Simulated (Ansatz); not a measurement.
Abridged Ansatz (an electronic-structure program) output:

```
Relaxation: its limit of steps is 60 (relax.max_steps)
Pseudopotential: W, paw, valence charge 14
Pseudopotential: Si, paw, valence charge 4
Crystal: 3 atoms, lattice volume = 34.881 Å³
Basis set: ecut = 420 eV, 673 PW (Γ), exchange–correlation on 60×60×60 points (8 copies of the dense FFT grid, shifted against one another)
Bands: 15, of which v1, the nominal top of the filled ones, is band 11 counted from 1 (10 counted from 0)
Symmetry: 16 space group operations
k-points: 641 of 8000
Functional: x = pbe(κ = 0.804, μ = 0.2195149727645171), c = pbe(β = 0.06672455060314922)
SCF iter   1: F=—  HF=-11656.634306 eV  |F-HF|=—  |Δ(HF+E_count)|=         —  Δρ=4.95e-3  dr2=8.89e-3  ethr=1.77e-3  ⟨swp⟩=5.6  Hψ=57069  notcnv=0
SCF iter   2: F=—  HF=-11656.632983 eV  |F-HF|=—  |Δ(HF+E_count)|=   1.32e-3  Δρ=2.92e-3  dr2=3.21e-3  ethr=4.04e-5  ⟨swp⟩=1.0  Hψ=14750  notcnv=0
SCF 1 converged in 6 iterations: F = -11656.632193 eV  dr2 = 2.32e-9
relax step   1: F+E_penalty+E_count = -11656.63219284 eV  Δ(F+E_penalty+E_count) = +0.000e0 eV  max|allowed force component| = 4.234e-5 eV/Å  Δτ_max = 0.0000 Å  P = +49.985 GPa  Ω = 34.881 Å³  (6 SCF iters, dr2 threshold 1.00e-7 eV, accepted)
[... steps on the carried basis left out ...]
relax step   8: F+E_penalty+E_count = -11655.91478929 eV  Δ(F+E_penalty+E_count) = +4.995e-7 eV  max|allowed force component| = 5.266e-6 eV/Å  Δτ_max = 0.0000 Å  P = +75.000 GPa  Ω = 33.027 Å³  stress off target by 9.41e-5 GPa  SCF on the basis re-selected at this cell (its energy is not comparable with the rows above)  (4 SCF iters)
SCF converged after 4 iterations
Free energy (F): -11655.914789 eV
Internal energy: -11655.912669 eV  (E = F + TS)
E sigma→0 (E₀):  -11655.913729 eV
Entropy (-TS):   -0.002120 eV (-0.707 meV/atom)
Fermi energy:    20.995479 eV
--- Forces (eV/Å), atoms counted from 1 ---
  atom   1  W      0.00000000     0.00000000    -0.00000000
  atom   2  Si     0.00000000    -0.00000000     0.00000527
  atom   3  Si     0.00000000    -0.00000000    -0.00000527
--- Stress (GPa, compression-positive) ---
       74.999979      -0.000000      -0.000000
       -0.000000      74.999979       0.000000
       -0.000000       0.000000      75.000094
  P = ⅓ Tr σ = 75.0000 GPa (750.000 kbar)
--- Relaxed structure (6 steps of the walk, 6 accepted, 2 SCFs on fresh bases) ---
  cell:  # Å, volume = 33.0266 Å³
    - [-1.4930801478630693, 1.493080147863069, 3.70371721721817]
    - [1.4930801478630693, -1.493080147863069, 3.70371721721817]
    - [1.4930801478630693, 1.493080147863069, -3.70371721721817]
  atoms:
    - { symbol: W, position: [-6.008475446126595e-22, -6.00847544613191e-22, -4.307282598638982e-34] }
    - { symbol: Si, position: [0.33153352619706716, 0.33153352619706716, 2.0656913525898747e-34] }
    - { symbol: Si, position: [0.668466473802933, 0.668466473802933, 1.4995385009906845e-34] }
```

### Question
What was computed, and what are the main results?

### Answer
WSi2, 3 atoms in the cell, with Kohn–Sham DFT with the PBE functional, run in Ansatz with PAW and 420 eV plane waves, no spin-orbit coupling, from a series relaxed to a target (pressure 75 GPa). The last SCF converged to F = -11655.914789 eV, or -3885.3049 eV per atom, at a pressure of 75.00 GPa. The total energy compares only with runs of the same code, potentials and settings.

Load acts through the strain it causes; cell and atoms are relaxed under it. Stability against distortions was not tested. Competing high-pressure phases were not computed. All final runs are without spin polarisation. The cell was made from WSi2 (space group I4/mmm, No. 139) by this change: pressure 75 GPa.

Keys are those of Ansatz 0.2.
